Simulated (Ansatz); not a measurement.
Data:

```yaml
crystal:
  lattice:
    - [0.01724, 2.39879, 2.39879]
    - [2.39879, 0.01724, 2.39879]
    - [2.39879, 2.39879, 0.01724]
  atoms:
    - { symbol: B, position: [0.00032, 0.00032, 0.00032] }
    - { symbol: As, position: [0.24968, 0.24968, 0.24968] }
```

These are r2SCAN with spin-orbit coupling, rigid bands (plane waves, PAW; Ansatz, a first-principles code) values and carry that method's errors. Condition of this run: uniaxial stress along [111] of -3.2 GPa (compression positive) (the target of the relaxation). Geometry: cell and atoms relaxed with PBEsol, then loaded as said.

Q: What conductivity effective mass do dilute electrons have at 300 K?

A: 0.30 mₑ.

Q: What conductivity effective mass do dilute holes have at 300 K?

A: 0.32 mₑ.

Q: And the band gap?

A: 1.27 eV at this level; semilocal functionals usually fall short of the measured gap.

Rigid bands, one relaxation time for all states, no polarons. Geometry: cell and atoms relaxed with PBEsol.
